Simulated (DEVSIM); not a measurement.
Device: Ge n-i-p diode, at 250 K.

```csv
layer (left to right),material,thickness (μm),Nd (cm⁻³),Na (cm⁻³),τn (s),τp (s)
1,Ge,1.40,1.5e17,-,0.00029,0.00029
2,Ge,1.60,-,5.4e11,0.00029,0.00029
3,Ge,0.410,-,2.2e17,0.00029,0.00029
```

Left contact: ohmic. Right contact: ohmic. Voltage is applied to the left contact. Recombination: SRH at mid-gap. Mobility is μmin + (μ − μmin)/(1 + (N/Nref)^α).

Constants are typed, rounded textbook-type inputs, not results; the design itself was drawn at random and stands for no fabricated device. Values at 300 K; Nc and Nv go as T^1.5, mobilities as T to minus their exponent, the gap by Varshni's rule with the affinity fixed.

| parameter | Ge |
|---|---|
| gap (eV) | 0.664 |
| affinity (eV) | 4 |
| permittivity | 16 |
| Nc (cm⁻³) | 1.04e19 |
| Nv (cm⁻³) | 6e18 |
| μn (cm²/Vs) | 3900 |
| μp (cm²/Vs) | 1900 |
| μn,min | 150 |
| μp,min | 100 |
| Nref,n | 2.6e17 |
| Nref,p | 4e17 |
| αn | 0.56 |
| αp | 0.6 |
| T exponent of μn | 1.66 |
| T exponent of μp | 2.33 |
| Varshni α (eV/K) | 0.000477 |
| Varshni β (K) | 235 |

Simulated with DEVSIM: 1D drift-diffusion, Boltzmann statistics, complete ionisation; no tunnelling, impact ionisation, image-force lowering or self-heating.

### Question
Tabulate band edges, carrier densities and field at 2.0 V on the left contact.

### Answer
Energies count from the Fermi level of the right contact; mesh points crowd at the junctions.

```json
[
 {"x (μm)": "0.000", "Ec (eV)": "-1.915", "Ev (eV)": "-2.597", "n (cm⁻³)": "1.5e17", "p (cm⁻³)": "4100000", "field (V/cm)": "≈ 0"},
 {"x (μm)": "0.02983", "Ec (eV)": "-1.915", "Ev (eV)": "-2.597", "n (cm⁻³)": "1.5e17", "p (cm⁻³)": "4100000", "field (V/cm)": "≈ 0"},
 {"x (μm)": "0.1003", "Ec (eV)": "-1.915", "Ev (eV)": "-2.597", "n (cm⁻³)": "1.5e17", "p (cm⁻³)": "3800000", "field (V/cm)": "≈ 0"},
 {"x (μm)": "0.2503", "Ec (eV)": "-1.915", "Ev (eV)": "-2.597", "n (cm⁻³)": "1.5e17", "p (cm⁻³)": "3400000", "field (V/cm)": "≈ 0"},
 {"x (μm)": "0.7808", "Ec (eV)": "-1.915", "Ev (eV)": "-2.597", "n (cm⁻³)": "1.5e17", "p (cm⁻³)": "1800000", "field (V/cm)": "≈ 0"},
 {"x (μm)": "1.132", "Ec (eV)": "-1.915", "Ev (eV)": "-2.597", "n (cm⁻³)": "1.5e17", "p (cm⁻³)": "770000", "field (V/cm)": "≈ 0"},
 {"x (μm)": "1.292", "Ec (eV)": "-1.915", "Ev (eV)": "-2.597", "n (cm⁻³)": "1.5e17", "p (cm⁻³)": "290000", "field (V/cm)": "≈ 0"},
 {"x (μm)": "1.381", "Ec (eV)": "-1.908", "Ev (eV)": "-2.591", "n (cm⁻³)": "1.1e17", "p (cm⁻³)": "48000", "field (V/cm)": "5300"},
 {"x (μm)": "1.405", "Ec (eV)": "-1.875", "Ev (eV)": "-2.558", "n (cm⁻³)": "2.4e16", "p (cm⁻³)": "25000", "field (V/cm)": "19000"},
 {"x (μm)": "1.444", "Ec (eV)": "-1.810", "Ev (eV)": "-2.493", "n (cm⁻³)": "1.2e15", "p (cm⁻³)": "27000", "field (V/cm)": "16000"},
 {"x (μm)": "1.528", "Ec (eV)": "-1.681", "Ev (eV)": "-2.364", "n (cm⁻³)": "3.0e12", "p (cm⁻³)": "27000", "field (V/cm)": "15000"},
 {"x (μm)": "1.820", "Ec (eV)": "-1.232", "Ev (eV)": "-1.915", "n (cm⁻³)": "57000", "p (cm⁻³)": "28000", "field (V/cm)": "15000"},
 {"x (μm)": "2.348", "Ec (eV)": "-0.421", "Ev (eV)": "-1.103", "n (cm⁻³)": "54000", "p (cm⁻³)": "30000", "field (V/cm)": "15000"},
 {"x (μm)": "2.718", "Ec (eV)": "0.148", "Ev (eV)": "-0.535", "n (cm⁻³)": "53000", "p (cm⁻³)": "7.6e7", "field (V/cm)": "15000"},
 {"x (μm)": "2.919", "Ec (eV)": "0.458", "Ev (eV)": "-0.225", "n (cm⁻³)": "53000", "p (cm⁻³)": "1.3e14", "field (V/cm)": "15000"},
 {"x (μm)": "2.979", "Ec (eV)": "0.551", "Ev (eV)": "-0.132", "n (cm⁻³)": "50000", "p (cm⁻³)": "1.0e16", "field (V/cm)": "17000"},
 {"x (μm)": "3.004", "Ec (eV)": "0.600", "Ev (eV)": "-0.083", "n (cm⁻³)": "54000", "p (cm⁻³)": "9.8e16", "field (V/cm)": "16000"},
 {"x (μm)": "3.040", "Ec (eV)": "0.617", "Ev (eV)": "-0.066", "n (cm⁻³)": "230000", "p (cm⁻³)": "2.2e17", "field (V/cm)": "470"},
 {"x (μm)": "3.150", "Ec (eV)": "0.617", "Ev (eV)": "-0.065", "n (cm⁻³)": "1000000", "p (cm⁻³)": "2.2e17", "field (V/cm)": "≈ 0"},
 {"x (μm)": "3.286", "Ec (eV)": "0.617", "Ev (eV)": "-0.065", "n (cm⁻³)": "2000000", "p (cm⁻³)": "2.2e17", "field (V/cm)": "≈ 0"},
 {"x (μm)": "3.366", "Ec (eV)": "0.617", "Ev (eV)": "-0.065", "n (cm⁻³)": "2500000", "p (cm⁻³)": "2.2e17", "field (V/cm)": "≈ 0"},
 {"x (μm)": "3.410", "Ec (eV)": "0.617", "Ev (eV)": "-0.065", "n (cm⁻³)": "2800000", "p (cm⁻³)": "2.2e17", "field (V/cm)": "≈ 0"}
]
```
